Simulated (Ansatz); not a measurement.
Consider Ir in the fcc (Cu type) structure (space group Fm-3m, No. 225; a = 3.8716 Å; relaxed with 0.1 eV smearing). Axes: x, y, z lie along the cube axes.

Level of theory: PBE, PAW, 420 eV (Ansatz, a first-principles code; no spin-orbit coupling).

It is then changed as follows: an isotropic linear strain of +2.50 %; the atoms relax in the strained cell.

**Question.** Predict the stress tensor and what it implies for the stiffness.

**Answer.** Stress of the strained cell less that of the base (GPa, compression positive):
```
  -21.2     0.0     0.0
    0.0   -21.2     0.0
    0.0     0.0   -21.2
```

Then B = −ΔP/(ΔV/V₀) with ΔV/V₀ = 0.0769 gives secant stiffness values (nonlinear terms included at this strain): B ≈ 276 GPa.

As a check, the harmonic strain energy −½ V₀ Δσ:ε is 72 meV/atom; the computed energy rise is 80 meV/atom.

Whether these cells are dynamically stable was not tested. All final runs are without spin polarisation.
